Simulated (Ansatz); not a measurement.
Worked example: relaxation of cell and atoms of RbGa6AgS10 (Cc, 36 atoms in the cell) in Ansatz (a first-principles code).

Method of the run: LDA (PW92), default PAW files made with PBE (plane waves; Ansatz).

```
CELL_PARAMETERS angstrom
      8.37533    -3.20859     0.00000
      8.37533     3.20859     0.00000
     -5.84755     0.00000    14.99356
ATOMIC_POSITIONS crystal
  Rb 0.61740 0.00466 0.35313
  Rb 0.00466 0.61740 0.85313
  Ag 0.40700 0.75554 0.18309
  Ag 0.75554 0.40700 0.68309
  Ga 0.89273 0.21247 0.28237
  Ga 0.21247 0.89273 0.78237
  Ga 0.97018 0.30230 0.10450
  Ga 0.30230 0.97018 0.60450
  Ga 0.86860 0.50656 0.51011
  Ga 0.50656 0.86860 0.01011
  Ga 0.05108 0.67958 0.15098
  Ga 0.67958 0.05108 0.65098
  Ga 0.23112 0.57414 0.55362
  Ga 0.57414 0.23112 0.05362
  Ga 0.32472 0.68202 0.36993
  Ga 0.68202 0.32472 0.86993
  S  0.83200 0.16800 0.00000
  S  0.16800 0.83200 0.50000
  S  0.71137 0.38261 0.40633
  S  0.38261 0.71137 0.90633
  S  0.82708 0.46228 0.23230
  S  0.46228 0.82708 0.73230
  S  0.03884 0.34724 0.63448
  S  0.34724 0.03884 0.13448
  S  0.88743 0.56383 0.04867
  S  0.56383 0.88743 0.54867
  S  0.05420 0.50060 0.44431
  S  0.50060 0.05420 0.94431
  S  0.18424 0.55004 0.27898
  S  0.55004 0.18424 0.77898
  S  0.75313 0.07193 0.18343
  S  0.07193 0.75313 0.68343
  S  0.26414 0.60554 0.06947
  S  0.60554 0.26414 0.56947
  S  0.25953 0.94653 0.33334
  S  0.94653 0.25953 0.83334
```

Reference input (self-consistent single point, DFT, LDA (PW92), plane waves, default PAW files made with PBE): basis.ecutwfc = 420 eV; kpoints.mp_grid.grid = 3 3 1; hamiltonian.xc = lda; hamiltonian.pseudopotentials = {kind: paw} (the program's default PAW files); scf.occupations.method = fermi_dirac; scf.occupations.width = 0.1 eV. This run's input differs from it in these lines:

```diff
@@ -55,2 +55,5 @@
     width: 0.1
+relax:
+  cell:
+    p_target: 2.0 GPa
 output:
```

Output, abridged:

```
   [... SCF lines of the steps left out ...]
relax step   1: F+E_penalty+E_count = -83159.24650715 eV  Δ(F+E_penalty+E_count) = +0.000e0 eV  max|allowed force component| = 2.497e-1 eV/Å  Δτ_max = 0.0000 Å  P = -1.408 GPa  Ω = 805.845 Å³  (9 SCF iters, dr2 threshold 1.00e-7 eV, accepted)
relax step   2: F+E_penalty+E_count = -83159.23446844 eV  Δ(F+E_penalty+E_count) = +1.204e-2 eV  max|allowed force component| = 1.681e-1 eV/Å  Δτ_max = 0.1382 Å  P = +1.876 GPa  Ω = 741.858 Å³  energy of the carried Pulay correction = +9.786e-3 eV  [...]
   [... lines left out ...]
relax step   6: F+E_penalty+E_count = -83159.26123493 eV  Δ(F+E_penalty+E_count) = -1.833e-4 eV  max|allowed force component| = 9.403e-3 eV/Å  Δτ_max = 0.0077 Å  P = +1.990 GPa  Ω = 738.240 Å³  energy of the carried Pulay correction = +1.036e-2 eV  [...]
relax step   7: F+E_penalty+E_count = -83159.25210681 eV  Δ(F+E_penalty+E_count) = +9.128e-3 eV  max|allowed force component| = 9.370e-3 eV/Å  Δτ_max = 0.0000 Å  P = +1.986 GPa  Ω = 738.240 Å³  stress off target by 2.09e-2 GPa  SCF on the basis [...]
basis re-selected at this cell: Δ(F+E_penalty+E_count) = +9.128e-3 eV, ΔP = -0.003 GPa vs the last step
the relaxation is at rest under the 2 symmetry operations that the run kept from its start: a minimum is not shown …
Free energy (F): -83159.252107 eV
Internal energy: -83159.252085 eV  (E = F + TS)
E sigma→0 (E₀):  -83159.252096 eV
Entropy (-TS):   -0.000022 eV (-0.001 meV/atom)
Fermi energy:    7.676359 eV
--- Forces (eV/Å), atoms counted from 1 ---
  atom   1  Rb    -0.00422273    -0.00187435     0.00207311
   [... lines left out ...]
  cell:  # Å, volume = 738.2401 Å³
   [... lines left out ...]
    - { symbol: S, position: [0.25848973369721606, 0.6214165854968293, 0.0670403082951578] }
    - { symbol: S, position: [0.6214165854968293, 0.25848973369721606, 0.5670403082951577] }
    - { symbol: S, position: [0.2642625882829668, 0.947941096381628, 0.334565344724621] }
    - { symbol: S, position: [0.9479410963816282, 0.26426258828296684, 0.8345653447246212] }
```

The run converged. 

Summary of the result:
Free energy E − TS (on the zero of these files): -83159.2521 eV
Gap on the k-point mesh: 2.29 eV
Pressure: 1.99 GPa
Largest force (vector length): 0.010 eV/Å
Final cell: a = 8.6933 Å, b = 8.6933 Å, c = 15.6025 Å, α = 109.22°, β = 109.22°, γ = 41.99°
Final volume per atom: 20.51 Å³
Relaxation steps: 7

The starting cell comes from a database of published, mostly measured structures (it also holds non-ambient and calculated ones), without a prior relaxation at this level. Its lattice was rescaled by a random factor within 2.5 % of one. Ansatz's pressure includes its estimate of the finite-basis (Pulay) stress.

Cost on one core of a shared machine: roughly 10 min.

Keys are those of Ansatz 0.2.
